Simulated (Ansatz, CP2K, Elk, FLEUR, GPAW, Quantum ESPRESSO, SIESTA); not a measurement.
One structure in several programs: MoTe₂ (P6_3/mmc, 6 atoms in the cell)

Self-consistent single point, at a second geometry (lattice scaled by 0.98). First geometry:

```xyz
6
Lattice="1.7582 -3.0454 0.0000 1.7582 3.0454 0.0000 0.0000 0.0000 13.9460" Properties=species:S:1:pos:R:3 pbc="T T T"
Te     1.7582     1.0151    12.2586
Te     1.7582    -1.0151     5.2855
Te     1.7582    -1.0151     1.6875
Te     1.7582     1.0151     8.6605
Mo     1.7582     1.0151     3.4865
Mo     1.7582    -1.0151    10.4595
```

Shared settings, as Ansatz (a program for electronic structure) writes them: kpoints.mp_grid.grid = 6 6 2; scf.occupations.method = fermi_dirac; scf.occupations.width = 0.05 eV. Potentials and cutoffs stand in the table.

```json
[
 {"code": "SIESTA", "model": "GGA PBE, numerical atomic orbitals DZP, PseudoDojo PBE standard norm-conserving potentials (rewritten from UPF to PSML)", "ΔF from the first geometry (meV/atom)": "75.0", "pressure (GPa)": "12.80", "largest force (eV/Å)": "1.714", "gap on the mesh (eV)": "0.865", "cutoff": "grid 300 Ry"},
 {"code": "Elk", "model": "PBE, all-electron FP-LAPW, Elk's shipped species files, default APW+lo basis", "ΔF from the first geometry (meV/atom)": "67.5", "pressure (GPa)": "–", "largest force (eV/Å)": "–", "gap on the mesh (eV)": "0.809", "cutoff": "default"},
 {"code": "GPAW", "model": "PBE, GPAW PAW datasets PBE (gpaw-data 1.0.1)", "ΔF from the first geometry (meV/atom)": "55.7", "pressure (GPa)": "9.89", "largest force (eV/Å)": "1.077", "gap on the mesh (eV)": "0.810", "cutoff": "550 eV"},
 {"code": "Quantum ESPRESSO", "model": "PBE, PSlibrary PAW (PBE) pseudopotentials", "ΔF from the first geometry (meV/atom)": "66.1", "pressure (GPa)": "10.94", "largest force (eV/Å)": "1.237", "gap on the mesh (eV)": "0.793", "cutoff": "55 Ry"},
 {"code": "FLEUR", "model": "PBE, all-electron FLAPW (FLEUR), scalar-relativistic valence", "ΔF from the first geometry (meV/atom)": "64.0", "pressure (GPa)": "–", "largest force (eV/Å)": "1.200", "gap on the mesh (eV)": "0.815", "cutoff": "Kmax 4.2 1/bohr"},
 {"code": "CP2K", "model": "PBE, GPW, DZVP-MOLOPT-SR-GTH basis, GTH-PBE potentials (GTH_POTENTIALS)", "ΔF from the first geometry (meV/atom)": "84.3", "pressure (GPa)": "13.43", "largest force (eV/Å)": "1.385", "gap on the mesh (eV)": "0.784", "cutoff": "grid 500 Ry"},
 {"code": "Ansatz", "model": "PBE, default PAW files", "ΔF from the first geometry (meV/atom)": "62.2", "pressure (GPa)": "10.70", "largest force (eV/Å)": "1.168", "gap on the mesh (eV)": "0.815", "cutoff": "default"}
]
```

A dash marks a value that a program does not give, or that is left out as unsure.

Gaps are read on the mesh.

On Ansatz's run: spin-orbit coupling is off.

The spread over the programs that give each value: ΔF from the first geometry within 28.6 meV/atom; pressure within 3.54 GPa; largest force within 0.637 eV/Å; gap on the mesh within 0.081 eV.

SIESTA and CP2K use small atom-centred bases, whose incompleteness enters pressures, forces and empty levels differently from a plane-wave cutoff. Elk and FLEUR treat all electrons, but the usual bases taken here (sphere radii, linearisation, local orbitals, empty states) were not tested for convergence, so the values are no reference for the others. Ansatz's pressure is given at a fixed set of plane waves, as the other plane-wave codes print theirs; with its correction for the finite basis it is 10.74 GPa. In the pressure, SIESTA (by 2.09) and CP2K (by 2.73) lie more than 1 GPa from the median of the plane-wave programs. In the force vectors, SIESTA (by 0.546), GPAW (by 0.091) and CP2K (by 0.216) lie more than 0.08 eV/Å from the median of the plane-wave programs.

The starting cell has typed, rounded lattice constants, without a prior relaxation at this level. Its lattice was rescaled by a random factor within 2.5 % of one. For this run, on top of that: lattice scaled by 0.98.

Keys are those of Ansatz 0.2.
